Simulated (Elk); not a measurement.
Elk run on V3Cd (Pm-3m, 4 atoms in the cell): self-consistent single point.

Level of theory: PBEsol, spin-orbit coupling in second variation, all-electron FP-LAPW, Elk's shipped species files, APW+lo basis with extra local orbitals in Elk.

```
CELL_PARAMETERS angstrom
      3.93288     0.00000     0.00000
      0.00000     3.93288     0.00000
      0.00000     0.00000     3.93288
ATOMIC_POSITIONS crystal
  V  0.00000 0.50000 0.50000
  V  0.50000 0.00000 0.50000
  V  0.50000 0.50000 0.00000
  Cd 0.00000 0.00000 0.00000
```
Moments meant for the start (each program seeds them in its own way; μB, in the order of the atoms V V V Cd): 2.0 2.0 2.0 0.0.

Reference input (self-consistent single point, DFT, PBEsol, all-electron FP-LAPW, Elk's shipped species files, APW+lo basis with extra local orbitals): xctype = 22; spinpol = true; rgkmax = 8; stype = 0; swidth = 0.00367493 Ha; ngridk = 7 7 7; reducebf = 0.8; gmaxvr = 16 1/bohr; nxlo = 2; lorbcnd = true; rmtscf = 0.99; lmaxi = 3. This run's input differs from it in these lines:

```diff
@@ -7,2 +7,5 @@
 spinpol
+  .true.
+
+spinorb
   .true.
```

Output, abridged:

```
│ Self-consistent loop started │
│ Loop number : 1 │
 total energy                :     -8426.37659210
 total moment                :   0.2013215822E-19  0.3117483041E-19   3.916892228
│ Loop number : 2 │
 total energy                :     -8427.13605613
 total moment                :   0.3370310445E-19 -0.2170702495E-20   3.908783629
RMS change in Kohn-Sham potential (target) :    3.086116776     (  0.1000000000E-05)
Absolute change in total energy (target)   :   0.7594640292     (  0.1000000000E-03)
│ Loop number : 3 │
 total energy                :     -8422.09737441
   [... lines left out ...]
 total energy                :     -8438.49576404
 total moment                :   0.1729915808E-21  0.8014794873E-23  0.8836257851E-02
RMS change in Kohn-Sham potential (target) :   0.1686796156E-05 (  0.1000000000E-05)
Absolute change in total energy (target)   :   0.1172496286E-03 (  0.1000000000E-03)
│ Loop number : 30 │
 total energy                :     -8438.49582445
 total moment                :   0.2046016080E-21 -0.3479728520E-22  0.1439579062E-01
RMS change in Kohn-Sham potential (target) :   0.9160864186E-06 (  0.1000000000E-05)
Absolute change in total energy (target)   :   0.3109898898E-04 (  0.1000000000E-03)
Convergence targets achieved

│ Loop number : 31 │

Energies :
 Fermi                       :     0.323970583690
 xc effective B-field        :    -0.943528719282E-06
 external B-field            :      0.00000000000
 total energy                :     -8438.49577668
 (external B-field energy excluded from total)

Density of states at Fermi energy :    184.6682936
 (states/Hartree/unit cell)

Estimated indirect band gap :   0.5987987004E-04
 from k-point     50 to k-point     52
Estimated direct band gap   :   0.8457954025E-04
 at k-point     51

Charges :
 core                        :    60.00000000
 valence                     :    57.00000000
 interstitial                :    5.436514833
 muffin-tins (core leakage)
  species :    1 (V)
   atom    1                 :    21.51166618     (  0.1484092849E-09)
   [... lines left out ...]
   atom    3                 :   0.1431387831E-22  0.3566090314E-23  0.3428672209E-02
  species :    2 (Cd)
   atom    1                 :   0.3669528527E-21  0.5568307430E-22 -0.9750781842E-05
 total in muffin-tins        :   0.3123781210E-21  0.6417349346E-22  0.1193977211E-01
 total moment                :   0.2863979485E-21  0.3884542460E-21  0.1355319415E-01

│ Self-consistent loop stopped │
```

The run converged in 31 iterations. The count includes the last loop, which Elk runs after its targets are met. 

The starting cell comes from a database of computed structures (which also holds hypothetical and non-ambient phases and stackings), without a prior relaxation at this level. The starting moments vanished: the run ended non-magnetic, which need not be the lowest state. Values depend on the basis (sphere radii, cutoffs, local orbitals), which need not be converged. The log's line on a gap gives a spacing of levels on this mesh, which the program prints for metals too.

Cost on one core of a shared machine: roughly 4 min.
